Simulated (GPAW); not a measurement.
A working GPAW input for Mg2CuSi3 (R-3m, 6 atoms in the cell) (DFT PBEsol, plane waves, GPAW PAW datasets PBEsol (made by gpaw-setup)):

```python
from ase import Atoms
from ase.units import GPa
from gpaw import GPAW

atoms = Atoms(['Mg', 'Mg', 'Si', 'Si', 'Si', 'Cu'],
              cell=[[2.668010, 1.540376, 3.861320],
                    [-2.668010, 1.540376, 3.861320],
                    [0.000000, -3.080753, 3.861320]],
              scaled_positions=[[0.627283, 0.627283, 0.627283],
                                [0.372717, 0.372717, 0.372717],
                                [0.000000, 0.500000, 0.000000],
                                [0.000000, 0.000000, 0.500000],
                                [0.500000, 0.000000, 0.000000],
                                [0.000000, 0.000000, 0.000000]],
              pbc=True)

calc = GPAW(mode={'name': 'pw', 'ecut': 800},
            xc='PBEsol',
            kpts=(5, 5, 5),
            occupations={'name': 'methfessel-paxton', 'width': 0.1, 'order': 1},
            nbands=-12,
            convergence={'density': 1e-05, 'energy': 1e-05},
            symmetry={'symmorphic': False, 'tolerance': 0.0005},
            maxiter=120,
            txt='-')

atoms.calc = calc

energy = atoms.get_potential_energy()
print('Energy (eV):', round(energy, 6))
forces = atoms.get_forces()
print('Forces (eV/Ang):')
print(forces.round(5))
stress = atoms.get_stress()
print('Stress (GPa, Voigt):', (stress / GPa).round(4))
```

The run converged in 26 iterations: free energy E − TS (from the program's reference atoms) -25.2424 eV; Fermi level (on the code's own zero) 7.03 eV; pressure -1.27 GPa; largest force (vector length) 0.089 eV/Å. Each of these slips is then made, one at a time:

(1)
```diff
-            maxiter=120,
+            maxiter=8,
```

(2)
```diff
-calc = GPAW(mode={'name': 'pw', 'ecut': 800},
+calc = GPAW(mode={'name': 'pw', 'ecut': 120},
```

### Question
Predict the outcome of each change.

### Answer

(1) An iteration limit that is too low. The run ended unconverged after 8 iterations, with the message: gpaw.KohnShamConvergenceError: Did not converge! See text output for help..

(2) A basis or grid far too coarse for these potentials. The run converged in 28 iterations without an error; against the sound input the free energy rises by 16.0 eV/atom, the pressure goes from -1.27 to -633.4 GPa and the largest force goes from 0.089 to 0.563 eV/Å.

The starting cell comes from a database of computed structures (which also holds hypothetical and non-ambient phases and stackings), without a prior relaxation at this level. Spin polarisation is off.

Left out of this page: 5 runs of the series outside the window shown, repeating another row's setting, or not comparable.
